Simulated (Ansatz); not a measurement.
Effect of biaxial strain −0.50 %, plane normal [111], relaxed out of plane on TiPt3

Take TiPt$_{3}$ in the Cu3Au type structure (space group Pm-3m, No. 221; a = 3.900 Å; relaxed with 0.1 eV smearing) as the base. Axes: x, y, z lie along the cube axes.

Perturbation: biaxial strain −0.50 %, plane normal [111], relaxed out of plane (Cartesian); in-plane vectors clamped, the third vector and the atoms free.

Level of theory: Kohn–Sham DFT with the PBEsol functional, run in Ansatz (an electronic-structure program) with PAW and 420 eV plane waves, spin-orbit coupling left out. k-mesh 15×15×15 (Γ-centred); smearing 0.1 eV (Fermi–Dirac).

```json
[
 {"quantity": "space group", "base": "Pm-3m (No. 221)", "changed": "R-3m (No. 166)", "shift": "–"},
 {"quantity": "shortest interatomic distance", "base": "2.757 Å", "changed": "2.744 Å", "shift": "-0.0138 Å"},
 {"quantity": "energy relative to the base (free energy F)", "base": "0 meV/atom", "changed": "+1.2 meV/atom", "shift": "+1.2 meV/atom"},
 {"quantity": "pressure (mean of the normal stresses, compression positive)", "base": "0.0 GPa", "changed": "1.8 GPa", "shift": "+1.8 GPa"},
 {"quantity": "band gap", "base": "zero", "changed": "zero", "shift": "–"},
 {"quantity": "out-of-plane strain", "base": "–", "changed": "+0.35 %", "shift": "–"}
]
```

Final structure (turned so that z lies along the plane normal):

```yaml
crystal:
  lattice:
    - [5.48733, 0.00000, 0.00000]
    - [2.74366, 4.75216, 0.00000]
    - [2.74366, -1.58405, 2.25933]
  atoms:
    - { symbol: Ti, position: [0.00000, 0.00000, 0.00000] }
    - { symbol: Pt, position: [0.00000, 0.50000, 0.00000] }
    - { symbol: Pt, position: [0.50000, 0.00000, 0.00000] }
    - { symbol: Pt, position: [0.50000, 0.50000, 0.00000] }
```

Stability against distortions was not tested. The final runs are not spin-polarised.
